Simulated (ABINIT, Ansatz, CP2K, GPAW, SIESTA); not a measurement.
# One structure in several programs: KTaO₃ (Pm-3m, 5 atoms in the cell)

Band-structure calculation.

```
CELL_PARAMETERS angstrom
      4.04202     0.00000     0.00000
      0.00000     4.04202     0.00000
      0.00000     0.00000     4.04202
ATOMIC_POSITIONS crystal
  K  0.50000 0.50000 0.50000
  Ta 0.00000 0.00000 0.00000
  O  0.00000 0.50000 0.00000
  O  0.50000 0.00000 0.00000
  O  0.00000 0.00000 0.50000
```

Shared settings, as Ansatz (a first-principles code) writes them: kpoints.mp_grid.grid = 7 7 7; scf.occupations.method = fixed. Potentials and cutoffs stand in the table.

```json
[
 {"code": "CP2K", "model": "PBE, GPW, DZVP-MOLOPT-SR-GTH basis, GTH-PBE potentials (GTH_POTENTIALS)", "gap along the path (eV)": "2.03", "smallest direct gap (eV)": "2.80", "cutoff": "grid 500 Ry"},
 {"code": "ABINIT", "model": "PBE, PAW (JTH v2.0 PBE PAW)", "gap along the path (eV)": "2.09", "smallest direct gap (eV)": "2.72", "cutoff": "48 Ry"},
 {"code": "SIESTA", "model": "GGA PBE, numerical atomic orbitals DZP, PseudoDojo PBE standard norm-conserving potentials (rewritten from UPF to PSML)", "gap along the path (eV)": "1.87", "smallest direct gap (eV)": "2.45", "cutoff": "grid 350 Ry"},
 {"code": "Ansatz", "model": "PBE, PAW files", "gap along the path (eV)": "2.14", "smallest direct gap (eV)": "2.78", "cutoff": "default"},
 {"code": "GPAW", "model": "PBE, GPAW PAW datasets PBE (gpaw-data 1.0.1)", "gap along the path (eV)": "2.09", "smallest direct gap (eV)": "2.74", "cutoff": "950 eV"}
]
```

On Ansatz's run: spin-orbit coupling is off.

The spread over the programs that give each value: gap along the path within 0.27 eV; smallest direct gap within 0.35 eV.

CP2K and SIESTA use small atom-centred bases, whose incompleteness enters pressures, forces and empty levels differently from a plane-wave cutoff.

In the gap along the path, SIESTA stands apart from the plane-wave programs.

The starting cell comes from a database of computed structures (which also holds hypothetical and non-ambient phases and stackings), without a prior relaxation at this level. Its lattice was rescaled by a random factor within 2.5 % of one.

Left out of this page: Quantum ESPRESSO, Elk and FLEUR (not drawn, or without a comparable value).

Keys are those of Ansatz 0.2.
